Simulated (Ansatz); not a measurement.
# Sn: Sn → Ru

The reference is Sn (space group I4_1/amd, No. 141; a = 5.8862 Å, c = 3.1837 Å).

Modification: Ru takes the place of Sn on all its sites, then cell and atoms are relaxed.

Level of theory: r2SCAN (Ansatz, a quantum-chemistry and plane-wave program; PAW; 500 eV plane waves; no spin-orbit coupling). k-mesh 19×19×19 (Γ-centred); smearing 0.05 eV (Fermi–Dirac), for the changed cell.

| quantity | base | changed | shift |
|---|---|---|---|
| volume per atom | 27.58 Å³ | 15.21 Å³ | -12.364 Å³ |
| density | 7.15 g/cm³ | 11.03 g/cm³ | +3.88 g/cm³ |
| lattice parameter a | 11.123 bohr | 8.832 bohr | -2.2916 bohr |
| c/a ratio | 0.541 | 0.596 | +0.055 |
| space group | I4_1/amd (No. 141) | I4_1/amd (No. 141) | – |
| shortest interatomic distance | 5.761 bohr | 4.608 bohr | -1.1536 bohr |
| band gap | zero | zero | – |

Final structure:

```
CELL_PARAMETERS angstrom
     -2.33678     2.33678     1.39304
      2.33678    -2.33678     1.39304
      2.33678     2.33678    -1.39304
ATOMIC_POSITIONS crystal
  Ru 0.75000 0.25000 0.50000
  Ru 0.00000 0.00000 0.00000
```

Cost of the whole job for the changed cell (relaxation, final SCF and bands): about 5 core-minutes (a rough figure).

No phonon test of stability was made. As relaxed here, Ru is a hypothetical phase, not in the database extracts checked. The final runs are not spin-polarised.
